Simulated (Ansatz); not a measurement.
ZrSeO (space group P4/nmm, No. 129; a cell from a computed database, its experimental status unchecked)

```cif
data_O2Se2Zr2
_chemical_formula_sum 'Zr2 Se2 O2'
_space_group_name_H-M_alt 'P 1'
_space_group_IT_number 1
_cell_length_a 3.64671
_cell_length_b 3.64671
_cell_length_c 6.58785
_cell_angle_alpha 90.000
_cell_angle_beta 90.000
_cell_angle_gamma 90.000
loop_
_space_group_symop_operation_xyz
  'x, y, z'
loop_
_atom_site_label
_atom_site_type_symbol
_atom_site_fract_x
_atom_site_fract_y
_atom_site_fract_z
_atom_site_occupancy
Zr1 Zr 0.50000 0.00000 0.18512 1
Zr2 Zr 0.00000 0.50000 0.81488 1
Se1 Se 0.50000 0.00000 0.62742 1
Se2 Se 0.00000 0.50000 0.37258 1
O1 O 0.50000 0.50000 0.00000 1
O2 O 0.00000 0.00000 0.00000 1
```

Computed with PBEsol/PAW in Ansatz (an electronic-structure program), no SOC. k-mesh 9×9×5 (Γ-centred); smearing 0.05 eV (Fermi–Dirac).

| Item | Result |
|---|---|
| Volume per atom | 14.60 Å³ |
| Density | 7.06 g/cm³ |
| Band gap | 0.42 eV, direct at Γ |
| Electron mass | 0.87 mₑ along c, 0.32 mₑ across |
| Total energy | -3372.828 eV/atom (σ→0; compares only within this code and set-up) |

Effective masses come from finite differences of ±0.01 Å⁻¹. Stability against distortions was not tested.
